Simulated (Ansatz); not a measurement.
**Effect of pressure 7.5 GPa on hypothetical diamond Se**

Take Se in the diamond structure (space group Fd-3m, No. 227; a = 6.223 Å; a hypothetical phase, not in the database extracts checked) as the base.

One thing is altered: cell and atoms relaxed at a pressure of 7.5 GPa.

Computed with PBEsol (Ansatz, a first-principles code, PAW, no SOC). k-mesh 13×13×13 (Γ-centred); smearing 0.05 eV (Fermi–Dirac).

The volume per atom drops by 3.70 Å³ to 26.42 Å³ and the density goes up by 0.61 g/cm³ to 4.96 g/cm³. The lattice parameter a decreases by 0.266 Å (6.223 Å → 5.957 Å) and the shortest interatomic distance decreases by 0.1153 Å (2.695 Å → 2.579 Å). The enthalpy H = E + PV relative to the base's energy is +1.31 eV/atom and the band gap stays zero.

Load acts through the strain it causes; cell and atoms are relaxed under it. Stability against distortions was not tested. Competing high-pressure phases were not computed.
